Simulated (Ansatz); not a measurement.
For SnGe (model structure, Pmma, No. 51, 4 atoms in the cell), LDA in Ansatz (plane waves, PAW) gives:

* **bulk modulus**: 54.9 GPa
* **cohesive energy**: 4.20 eV/atom

Task: What does PBE (plane waves, PAW; Ansatz, an electronic-structure program) give for the same quantities?

Result: 
- bulk modulus: 44.4 GPa (drops by 19 %)
- cohesive energy: 3.39 eV/atom (shrinks by 0.81 eV/atom)

Changes are worked out from the printed values.

Unless a cell is named, each level is at its own relaxed cell (LDA 27.83, PBE 30.11 Å³/atom).

Levels without +SOC leave out spin–orbit coupling, which shifts energies and cells of such heavy elements.

Caveats: the bulk modulus is −V dP/dV from two relaxed cells at ±2 % in volume (LDA, PBE). Ansatz's density-functional and Hartree–Fock values are scalar-relativistic unless marked +SOC, with PAW data made under PBE.

A model structure was made by putting elements into a prototype or built by hand; it is no filed structure, need not be a known phase, and can be a saddle point held by its symmetry.
